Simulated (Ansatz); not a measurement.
## V$_{2}$O$_{3}$ in the corundum structure (space group R-3c, No. 167; ferromagnetic)

```
V2O3
1.0
    2.38726     1.37828     4.74291
   -2.38726     1.37828     4.74291
    0.00000    -2.75657     4.74291
V O
4 6
Direct
  0.83974   0.83974   0.83974
  0.66026   0.66026   0.66026
  0.16026   0.16026   0.16026
  0.33974   0.33974   0.33974
  0.07571   0.42429   0.75000
  0.75000   0.07571   0.42429
  0.42429   0.75000   0.07571
  0.92429   0.57571   0.25000
  0.25000   0.92429   0.57571
  0.57571   0.25000   0.92429
```

Level of theory: PBEsol (Ansatz, an electronic-structure program), no SOC. Γ-centred 12×12×12 mesh, Fermi–Dirac width 0.05 eV.

```json
{
  "volume_per_atom": "9.36 Å³",
  "density": "5.32 g/cm³",
  "band_gap": "zero",
  "magnetic_state": "ferromagnetic",
  "total_energy": "-1491.452 eV/atom (σ→0; compares only within this code and set-up)"
}
```

Other magnetic orders, which the real material may have, were not ruled out. Whether these cells are dynamically stable was not tested. No Hubbard U is applied, and correlation can decide whether such a compound is a metal.
